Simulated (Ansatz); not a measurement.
Take Ru in the hcp (Mg type) structure (space group P6_3/mmc, No. 194; a = 2.706 Å, c = 4.265 Å; relaxed with 0.1 eV smearing) as the base. Axes: x lies along a and z along c of the hexagonal cell.

Method: Kohn–Sham DFT with the r2SCAN functional, run in Ansatz (a first-principles code) with PAW and 500 eV plane waves, spin-orbit coupling left out, earlier PAW set.

Before the change:

- Shortest interatomic distance: 2.643 Å

One thing is altered: biaxial strain −0.55 %, plane normal [001], relaxed out of plane (Cartesian); in-plane vectors clamped, the third vector and the atoms free.

Problem. What happens to the out-of-plane strain, in-plane stress and shortest interatomic distance?

Solution. The out-of-plane strain is +0.30 %; the mean in-plane stress (compression positive) comes out as +4.0 GPa; the shortest interatomic distance is nearly the same (2.643 Å against 2.644 Å).

No phonon test of stability was made. All final runs are without spin polarisation.
